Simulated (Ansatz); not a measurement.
Hypothetical rock salt SbN: element substitutions

The parent structure is SbN in the rock salt structure (space group Fm-3m, No. 225; a hypothetical phase, not in the database extracts checked).

```
SbN
1.0
    0.00000     2.46173     2.46173
    2.46173     0.00000     2.46173
    2.46173     2.46173     0.00000
N Sb
1 1
Direct
  0.00000   0.00000   0.00000
  0.50000   0.50000   0.50000
```

Each row replaces one element on all its sites; cell and atoms are relaxed.

Method: plane-wave PAW DFT at the PBEsol level (Ansatz, a program for electronic structure, 420 eV), no spin-orbit coupling.

| variant | band gap | shortest interatomic distance | density |
|---|---|---|---|
| base | zero | 2.462 Å | 7.56 g/cm³ |
| Sb → Ga | 0.54 eV | 2.110 Å | 7.40 g/cm³ |
| Sb → As | zero | 2.270 Å | 6.31 g/cm³ |
| Sb → P | zero | 2.153 Å | 3.74 g/cm³ |
| N → Bi | zero | 3.147 Å | 8.81 g/cm³ |

Spin-orbit coupling, missing from the scalar runs, can matter with Bi and Sb. Whether these cells are dynamically stable was not tested. As relaxed here, AsN, PN and BiSb are hypothetical phases, not in the database extracts checked. The final runs are not spin-polarised. This is not the structure that GaN has at room temperature and ambient pressure. A zero or small gap of SbN, AsN and PN can be the functional's error rather than a property of the material.
